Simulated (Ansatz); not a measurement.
Take CaO in the rock salt structure (space group Fm-3m, No. 225; a = 4.767 Å) as the base.

Computed with PBEsol (Ansatz, a first-principles code; PAW; 420 eV plane waves; no spin-orbit coupling).

Before the change:

| Property | Result |
|---|---|
| Hole mass | 0.34, 2.8, 2.8 mₑ (at Γ) |
| Smallest direct gap | 3.92 eV |
| Electron mass | 1.4 mₑ along k, 0.42 mₑ across (at X) |

Perturbation: the cell is scaled by 0.9900 in all directions, atoms relaxed at fixed cell.

### Question
How does this affect the mean gap deformation potential ΔEg/Δln V, hole mass, smallest direct gap and electron mass?

### Answer
The mean gap deformation potential ΔEg/Δln V amounts to +0.6 eV; the hole mass (degenerate bands, along [100]) becomes 0.33, 2.8, 2.8 mₑ (at Γ) (base: 0.34, 2.8, 2.8 mₑ (at Γ)); the smallest direct gap drops by 0.03 eV to 3.89 eV; the electron mass goes from 1.4 mₑ along k, 0.42 mₑ across (at X) to 1.4 mₑ along k, 0.41 mₑ across (at X).

The cells carry an imposed strain or load. Masses are band curvatures over ±0.01 Å⁻¹ around the edge. Along k means along the line from Γ to the band edge. Whether these cells are dynamically stable was not tested.
